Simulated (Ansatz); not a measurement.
Results of PBE-D3(BJ) in Ansatz (plane waves, PAW) for SnCl (P6₃mc, No. 186, 4 atoms in the cell; start mp-978928).

Excerpt of the program's output:

```
Relaxation: its limit of steps is 80 (relax.max_steps)
Crystal: 4 atoms, lattice volume = 99.350 Å³
Basis set: ecut = 520 eV, 2701 PW (Γ), exchange–correlation on 54×54×150 points (8 copies of the dense FFT grid, shifted against one another)
Bands: 26, of which v1, the nominal top of the filled ones, is band 21 counted from 1 (20 counted from 0)
Symmetry: 12 space group operations
Space group: P63mc (ITA 186), of the structure as read, at distance tolerance 4.6e-5 Å
k-points: 148 of 1944 (time reversal used)
Functional: x = pbe(κ = 0.804, μ = 0.2195149727645171), c = pbe(β = 0.06672455060314922)
SCF iter   1: F=—  HF=-14210.621987 eV  |F-HF|=—  |Δ(HF+E_count)|=         —  Δρ=1.62e-3  dr2=4.60e-3
SCF iter   2: F=—  HF=-14210.620434 eV  |F-HF|=—  |Δ(HF+E_count)|=   1.55e-3  Δρ=1.04e-3  dr2=2.33e-3
  ...
SCF 1 converged in 7 iterations: F = -14210.620060 eV  dr2 = 2.80e-8
Crystal: 4 atoms, lattice volume = 99.350 Å³
Initial density: handed on by an earlier stage of this run
SCF 2 converged in 5 iterations: F = -14210.620339 eV  dr2 = 1.47e-7
Crystal: 4 atoms, lattice volume = 99.350 Å³
SCF 3 converged in 5 iterations: F = -14210.621056 eV  dr2 = 3.64e-8
Crystal: 4 atoms, lattice volume = 99.350 Å³
SCF 4 converged in 5 iterations: F = -14210.621334 eV  dr2 = 9.48e-9
Crystal: 4 atoms, lattice volume = 99.350 Å³
SCF 5 converged in 6 iterations: F = -14210.621545 eV  dr2 = 3.87e-9
Crystal: 4 atoms, lattice volume = 99.350 Å³
SCF iter   5: F=—  HF=-14210.621546 eV  |F-HF|=—  |Δ(HF+E_count)|=  1.38e-10  Δρ=2.34e-7  dr2=2.77e-11
SCF iter   6: F=-14210.621546 eV  HF=-14210.621546 eV  |F-HF|=3.64e-12  |Δ(HF+E_count)|=  1.46e-11  Δρ=5.30e-8  dr2=1.32e-12
SCF 6 converged in 6 iterations: F = -14210.621546 eV  dr2 = 1.32e-12
SCF converged after 6 iterations
Free energy (F): -14210.621546 eV
Internal energy: -14210.613465 eV  (E = F + TS)
E sigma→0 (E₀):  -14210.617505 eV
Fermi energy:    7.626434 eV
--- Forces (eV/Å), atoms counted from 1 ---
  atom   1  Sn     0.00000000    -0.00000000     0.00035943
  atom   2  Sn     0.00000000     0.00000000     0.00035943
  atom   3  Cl    -0.00000000    -0.00000000    -0.00035902
  atom   4  Cl    -0.00000000    -0.00000000    -0.00035902
--- Stress (GPa, compression-positive) ---
        0.705726       0.000000      -0.000000
        0.000000       0.705726       0.000000
       -0.000000       0.000000       0.717095
  P = ⅓ Tr σ = 0.7095 GPa (7.095 kbar)
```

Write an input file that could have produced this run (the log leaves some choices open).

This is not unique; one that fits is 
Ansatz 0.2 input:
```yaml
crystal:
  lattice:
    - [3.3970411426, 0.0, 0.0]
    - [-1.6985205713, 2.9419239272, 0.0]
    - [0.0, 0.0, 9.9411250043]
  atoms:
    - { symbol: Sn, position: [0.3333333333, 0.6666666667, 0.3159328393] }
    - { symbol: Sn, position: [0.6666666667, 0.3333333333, 0.8159328393] }
    - { symbol: Cl, position: [0.3333333333, 0.6666666667, 0.0590671607] }
    - { symbol: Cl, position: [0.6666666667, 0.3333333333, 0.5590671607] }
basis:
  ecutwfc: 520
  ecutrho_ratio: 4
  xc_grid: 2
kpoints:
  mp_grid: { grid: [18, 18, 6] }
hamiltonian:
  xc: pbe
  dispersion: d3bj
  pseudopotentials: { kind: paw }
scf:
  occupations: { method: fermi_dirac, width: 0.05 }
output:
  forces: true
  stress: true
  eigenvalues: true
relax:
  f_tol: 0.004
  escape_saddle: false
  max_steps: 80
  cell: { stress_tol: 0.02, fix: [volume] }
```

The cell is one volume of an energy–volume scan, off the minimum.

Note: the relaxation could not lower the start's symmetry, so the cell can be a saddle point above a distorted one.

A start named mp-… is a Materials Project structure, which need not be a measured phase.

Ansatz is a quantum-chemistry and plane-wave program.
